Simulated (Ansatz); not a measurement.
**What a tighter setting buys: kpoints.mp_grid.grid, RuF3 (C2/c, 8 atoms in the cell)**

Cell: a = 5.4348 Å, b = 5.4348 Å, c = 6.2888 Å, α = 96.55°, β = 96.55°, γ = 110.46°.

Computed with LDA (PW92), PAW files made with PBE (plane waves; Ansatz, a first-principles code).

Base settings: basis.ecutwfc = 420 eV; kpoints.mp_grid.grid = 4 4 3; hamiltonian.xc = lda; hamiltonian.pseudopotentials = {kind: paw} (the program's default PAW files); magnetization.spin_polarized = true; scf.occupations.method = fermi_dirac; scf.occupations.width = 0.05 eV.

Misses are taken against the tightest run, 11 11 9, which need not be fully converged itself. The energy is the free energy per atom.

The count of work is k-points × plane waves × bands × iterations; it is no time, and leaves out set-up, grids and terms that scale otherwise. Core times come from one kind of shared machine and are given to one figure; runs under 30 s give none.

The starting cell comes from a database of computed structures (which also holds hypothetical and non-ambient phases and stackings), without a prior relaxation at this level. The magnetic order is the one reached from the typed start; others were not searched systematically. In the base run, with a pressure of about -6 GPa the cell is away from its equilibrium volume at this level. In the base run, forces exceed 1 eV/Å. Without a gap this mesh is coarse (it stands for a supercell whose shortest vector is 19 Å).

The runs (kpoints.mp_grid.grid): 1 1 1 | 2 2 2 | 3 3 2 | 3 3 3 | 4 4 3 | 5 5 4 | 6 6 5 | 7 7 6 | 9 9 7 | 11 11 9.

Q: Which is the coarsest setting among those run that, with all tighter ones, holds the energy within 5 meV/atom of the reference, and what does it save?

A: 2 2 2, off by 0.54 meV/atom; it needs 0.020 of the reference's count of work.

```
kpoints.mp_grid.grid  energy less reference (meV/atom)  largest difference in the force on any atom (eV/Å)  count of work / reference  core time / reference (rough)
--------------------  --------------------------------  --------------------------------------------------  -------------------------  -----------------------------
1 1 1                                            14.99                                               0.343                     0.0033                              –
2 2 2                                             0.54                                               0.017                      0.020                              –
3 3 2                                             0.26                                               0.018                      0.027                              –
3 3 3                                            -0.36                                               0.006                      0.033                              –
4 4 3                                            -0.38                                               0.006                      0.057                              –
5 5 4                                             0.03                                               0.002                       0.11                            0.1
6 6 5                                             0.00                                               0.001                       0.18                            0.2
7 7 6                                             0.00                                               0.000                       0.29                            0.3
9 9 7                                             0.00                                               0.000                       0.53                            0.5
11 11 9                                           0.00                                               0.000                        1.0                              1
```

Keys are those of Ansatz 0.2.
